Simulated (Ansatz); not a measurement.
System: cubic perovskite BaHfO₃. Method: rVV10 (Ansatz, a first-principles code, plane waves, PAW).

Run with plane-wave cutoff 520 eV, 8×8×8 k mesh, Fermi–Dirac smearing 0.01 eV, scalar-relativistic PAW data made under PBE.

Energies at three volumes about the minimum:

```tsv
V (Å³/atom)	E − E_lowest (meV/atom)
14.699	3.10
14.999	0.00
15.299	2.88
```

Problem. Fit a parabola by hand: where is the minimum, what lattice constant follows, and what is the bulk modulus?

Solution. Slopes: (0.00 − 3.10)/(14.999 − 14.699) = -10.333 and (2.88 − 0.00)/(15.299 − 14.999) = 9.600 meV/Å³. Curvature E″ = 2 × (9.600 − (-10.333))/(15.299 − 14.699) = 66.443 meV/Å⁶. From the middle of the first interval, the slope vanishes at V0 = 14.8490 − (-10.333)/66.443 = 15.005 Å³/atom. B = V0 E″ = 15.005 × 66.443 meV/Å³ × 0.1602 GPa per meV/Å³ = 160 GPa. With 5 atoms in the cube, a = (5 × 15.005)^(1/3) = 4.218 Å. The full Birch–Murnaghan fit to all volumes gives V0 = 14.999 Å³/atom and B0 = 159 GPa.

Measured, for comparison: lattice constant a 4.171 Å (room temperature, not corrected to a static lattice, our sources range from 4.171 to 4.180; as tabulated in Zhao et al. (2008), arXiv:0809.3506).
